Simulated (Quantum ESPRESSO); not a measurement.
Quantum ESPRESSO 7.5, DFT, PBE, plane waves, SSSP 1.1.2 efficiency PBE: bcc Fe, atoms displaced, 2 atoms, spin-polarised from a ferromagnetic start (nspin = 2, starting_magnetization 0.3 on Fe). Basis and mesh were picked for this test and aren't claimed converged.

```fortran
&CONTROL
  calculation = 'scf'
  pseudo_dir = './pseudo'
  outdir = './out'
  tprnfor = .true.
  tstress = .false.
/
&SYSTEM
  ibrav = 0
  nat = 2
  ntyp = 1
  ecutwfc = 45
  ecutrho = 360
  occupations = 'smearing'
  smearing = 'mv'
  degauss = 0.02
  nspin = 2
  starting_magnetization(1) = 0.3
/
&ELECTRONS
  conv_thr = 2e-11
/
ATOMIC_SPECIES
Fe 55.8450 Fe.pbe-spn-kjpaw_psl.0.2.1.UPF
CELL_PARAMETERS angstrom
  2.866000000000   0.000000000000   0.000000000000
  0.000000000000   2.866000000000   0.000000000000
  0.000000000000   0.000000000000   2.866000000000
ATOMIC_POSITIONS crystal
Fe   0.994842000000   0.002178000000   0.004349000000
Fe   0.505246000000   0.493976000000   0.502798000000
K_POINTS automatic
6 6 6 0 0 0
```

```bash
OMP_NUM_THREADS=1 mpirun -np 24 pw.x -nk 24 -in pw.in
```

The program reports k-points computed: 112, bands: 20, electrons: 32, G-vectors of the density: 18325, FFT grid: 36×36×36.

Machine: one whole node, AMD EPYC (Zen 5), 96 cores on 1 socket, no SMT, 12 L3 cache groups; 94 cores' worth of CPU time may be used.

On 24 ranks this takes 4.1 s. Times are wall-clock medians of two to five runs, from launch to exit, with nothing else on the machine. Processes are pinned to neighbouring cores unless said otherwise. The build: conda-forge: Open MPI 5.0, OpenMP, OpenBLAS 0.3.34 (pthreads), FFTW, ScaLAPACK, ELPA; another build can shift the numbers. Scratch files lie in a memory file system.

### Question
Make this run faster without changing its result beyond 1.0 meV/atom in energy, 10 meV/Å in forces (largest component), 0.020 μB/atom in absolute magnetization. Keep to 24 cores.

### Answer
Several could match; the one computed here: going from conv_thr = 2e-11 Ry to conv_thr = 2e-05 Ry, one of the fastest of the measured ones that keep the result.

```diff
-  conv_thr = 2e-11
+  conv_thr = 2e-05
```

Time: 4.1 s to 2.8 s (1.5× as fast). SCF iterations go from 15 to 8. These two results differ by: energy 0.029 meV/atom, forces (largest component) 1.7 meV/Å, absolute magnetization 0.0050 μB/atom. Others tried: conv_thr = 2e-06 Ry (3.0 s); conv_thr = 2e-07 Ry (3.0 s); conv_thr = 2e-08 Ry (3.4 s); conv_thr = 2e-09 Ry (3.6 s); conv_thr = 2e-13 Ry (4.4 s).
